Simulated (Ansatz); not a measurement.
C_Ga+C_N+C_N in wurtzite GaN (start: a built cluster, 3.2 Å across; 128-site cell, 2×2×2 Γ-centred sampling). All values below come from PBE, PAW (plane waves to 420 eV; Ansatz, a program for electronic structure). Total energies of the localised charge states, counted from that of charge +1, and their image corrections (point charge with alignment); the host's valence-band maximum lies at 9.260 eV on the cells' energy zero and its gap is 1.71 eV.

```tsv
charge	moment (μB)	E − E(first) (eV)	correction (eV)
+1	not spin-polarised	0.000	0.044
0	1.0	9.845	0.000
−1	not spin-polarised	19.400	0.240
```

Derive the transition levels above the valence-band maximum and say which of them are thermodynamic.

A level is the Fermi energy at which two charges have equal formation energy: ε(q/q′) = [E(q′) + corr(q′) − E(q) − corr(q)] / (q − q′) − E_VBM.
ε(+1/0) = [(9.845 + 0.000) − (0.000 + 0.044)] / 1 − 9.260 = 0.54 eV
ε(0/−1) = [(19.400 + 0.240) − (9.845 + 0.000)] / 1 − 9.260 = 0.53 eV
Charge 0 lies above the lower envelope where its neighbours cross, so the level that counts is ε(+1/−1) = [(19.400 + 0.240) − (0.000 + 0.044)] / 2 − 9.260 = 0.54 eV.
Thermodynamic levels at least 0.1 eV inside the gap: (+1/−1) at 0.54 eV. They hold to tenths of an eV in this cell. Charges with a result: +1, 0, −1. Others weren't obtained, and one of them could lie lower, also by skipping a charge. Adjacent levels lie within 0.1 eV of each other, so whether the charge between them is stable isn't decided. The geometries come from one start. Flagged in the runs: a host whose relaxation on this sampling wasn't shown to rest.
